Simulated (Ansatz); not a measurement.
Cu (R-3m): band-structure transport figures

Data:

```yaml
crystal:
  lattice:
    - [0.01261, 1.79077, 1.79077]
    - [1.79077, 0.01261, 1.79077]
    - [1.79077, 1.79077, 0.01261]
  atoms:
    - { symbol: Cu, position: [0.00000, 0.00000, 0.00000] }
```

Method: PBEsol, rigid bands (plane waves, PAW, scalar-relativistic; Ansatz, a first-principles code). Condition of this run: uniaxial stress along [111] of -2 GPa (compression positive) (the target of the relaxation). How the cell was made: cell and atoms relaxed with PBEsol, then loaded as said.

| Quantity | Value |
|---|---|
| density of states at the Fermi level | 0.300 states/(eV·cell), both spins |
| bare Sommerfeld coefficient | 0.71 mJ/(mol of atoms·K²) |
| Drude plasma energy | 9.1 eV |
| root-mean-square Fermi velocity | 1.1e6 m/s |
| resistivity times τ | 6.0 ×10⁻²² Ω·m·s |
| resistivity times mean free path | 6.5 ×10⁻¹⁶ Ω·m² |

A metal at this level (no band gap); rigid bands, thermally averaged at 300 K, both spins. Spin-orbit coupling is left out. τ is one relaxation time for all states; the product of resistivity and mean free path takes one path for all states instead.
